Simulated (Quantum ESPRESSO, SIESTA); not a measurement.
A Quantum ESPRESSO input for a self-consistent single point of MgCdS₂ (P4/mmm, 4 atoms in the cell) (DFT, PBEsol, plane waves, PseudoDojo standard norm-conserving (PBESOL) pseudopotentials):

```fortran
&control
   calculation = 'scf',
   prefix = 'run',
   outdir = './work',
   pseudo_dir = './',
   tprnfor = .true.,
   tstress = .true.,
/
&system
   ibrav = 6,
   A = 3.807680000,
   C = 5.385700000,
   nat = 4,
   ntyp = 3,
   ecutwfc = 105,
   occupations = 'fixed',
   nbnd = 27,
/
&electrons
   conv_thr = 1.0d-9,
/
ATOMIC_SPECIES
Mg    24.3050  Mg.upf
Cd   112.4140  Cd.upf
S     32.0600  S.upf
ATOMIC_POSITIONS crystal
Mg    0.500000000    0.500000000    0.500000000
Cd    0.000000000    0.000000000    0.000000000
S     0.000000000    0.000000000    0.500000000
S     0.500000000    0.500000000    0.000000000
K_POINTS automatic
5 5 3  0 0 0
```

Question: Give the SIESTA input for the same structure, mesh, smearing and functional.

Answer: One input that does it (others would too):

```
# files in the folder: Mg.psml Cd.psml S.psml (PseudoDojo PBEsol standard)
SystemName  MgCdS2
SystemLabel siesta

NumberOfAtoms                4
NumberOfSpecies              3
%block ChemicalSpeciesLabel
  1 12 Mg
  2 48 Cd
  3 16 S
%endblock ChemicalSpeciesLabel
LatticeConstant              1.0 Ang
%block LatticeVectors
     3.807680000    0.000000000    0.000000000
     0.000000000    3.807680000    0.000000000
     0.000000000    0.000000000    5.385700000
%endblock LatticeVectors
AtomicCoordinatesFormat      Fractional
%block AtomicCoordinatesAndAtomicSpecies
     0.500000000    0.500000000    0.500000000  1
     0.000000000    0.000000000    0.000000000  2
     0.000000000    0.000000000    0.500000000  3
     0.500000000    0.500000000    0.000000000  3
%endblock AtomicCoordinatesAndAtomicSpecies

XC.functional                GGA
XC.authors                   PBEsol
PAO.BasisSize                DZP
PAO.EnergyShift              0.01 Ry
MeshCutoff                   350 Ry
%block kgrid.MonkhorstPack
    5   0   0  0.0
    0   5   0  0.0
    0   0   3  0.0
%endblock kgrid.MonkhorstPack
OccupationFunction           FD
ElectronicTemperature        10 K

MaxSCFIterations             150
SCF.Mixer.Method             Broyden
SCF.Mixer.Weight             0.1
SCF.Mixer.History            8
SCF.DM.Tolerance             1.0E-04
Diag.ParallelOverK           true
WriteForces                  true
Charge.Mulliken              end
```

Basis settings and potentials, where a program has them, do not carry over. This input uses DFT, GGA PBEsol, numerical atomic orbitals DZP, PseudoDojo PBEsol standard norm-conserving potentials (rewritten from UPF to PSML).

The starting cell comes from a database of computed structures (which also holds hypothetical and non-ambient phases and stackings), without a prior relaxation at this level.
